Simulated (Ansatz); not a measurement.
For GeSe2 (model structure, started from the anatase type, I4₁/amd, No. 141, 6 atoms in the cell), PBEsol (PAW; Ansatz, a quantum-chemistry and plane-wave program) gives:

```
Quantity                               Result
------------------------------  -------------
equilibrium lattice constant a        5.425 Å
lattice parameter c                   8.543 Å
enthalpy of formation           0.004 eV/atom
```

Q: What does PBE-D3(BJ) in Ansatz (PAW) give for the same quantities?

A: 
- lattice constant a: 5.441 Å (rises by 0.3 %)
- lattice parameter c: 8.591 Å (grows by 0.6 %)
- formation enthalpy: -0.002 eV/atom (moves by -0.006 eV/atom)

Changes are worked out from the printed values.

Unless a cell is named, each level is at its own relaxed cell (PBEsol 20.95, PBE-D3(BJ) 21.19 Å³/atom).

Caveats: a distance lies near a switch of the dispersion term, which can move the cell (PBE-D3(BJ)). Ansatz's density-functional and Hartree–Fock values are scalar-relativistic unless marked +SOC, with PAW data made under PBE.

A model structure was made by putting elements into a prototype or built by hand; it is no filed structure, need not be a known phase, and can be a saddle point held by its symmetry.
